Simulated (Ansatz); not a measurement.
Start from Cu in the fcc (Cu type) structure (space group Fm-3m, No. 225; a = 3.5768 Å; relaxed with 0.1 eV smearing).

The values are results of DFT with r2SCAN, PAW potentials and a 500 eV plane-wave cutoff in Ansatz (a program for electronic structure), no SOC, not measurements.

Strains are applied to the cell and any free atomic positions relax.

One change was made to it. Results:

```json
[
 {"quantity": "energy relative to the base (free energy F)", "base": "0 meV/atom", "after": "+5.4 meV/atom"},
 {"quantity": "pressure", "base": "0.0 GPa", "after": "5.3 GPa"}
]
```

Which of these changes matches the shifts?
A. isotropic strain −1.00 %
B. isotropic strain −3.00 %
C. isotropic strain −0.50 %
D. isotropic strain −2.00 %

A, isotropic strain −1.00 %. For comparison, the energy relative to the base in the other runs: isotropic strain −3.00 % gives +53 meV/atom; isotropic strain −0.50 % gives +1.3 meV/atom; isotropic strain −2.00 % gives +23 meV/atom.

No phonon test of stability was made. The final runs are not spin-polarised.
